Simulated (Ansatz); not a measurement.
What Ca → Lu does to Ca

Take Ca in the fcc (Cu type) structure (space group Fm-3m, No. 225; a = 5.5686 Å) as the base.

Modification: every Ca is replaced by Lu, then cell and atoms are relaxed.

All numbers come from r2SCAN (Ansatz, a first-principles code, PAW, no spin-orbit coupling), earlier PAW set. Γ-centred 16×16×16 mesh, Fermi–Dirac width 0.05 eV, for the changed cell.

The volume per atom falls by 14.09 Å³ (43.17 Å³ → 29.08 Å³) and the density rises by 8.45 g/cm³, from 1.54 g/cm³ to 9.99 g/cm³. The lattice parameter a drops by 0.6873 Å (5.569 Å → 4.881 Å) and the space group stays Fm-3m (No. 225). The shortest interatomic distance decreases by 0.486 Å (3.938 Å → 3.452 Å) and the band gap is still zero.

Final structure:

```
Lu
1.0
    0.00000     2.44061     2.44061
    2.44061     0.00000     2.44061
    2.44061     2.44061     0.00000
Lu
1
Direct
  0.00000   0.00000   0.00000
```

Whether these cells are dynamically stable was not tested. As relaxed here, Lu is a hypothetical phase, not in the database extracts checked. All final runs are without spin polarisation.
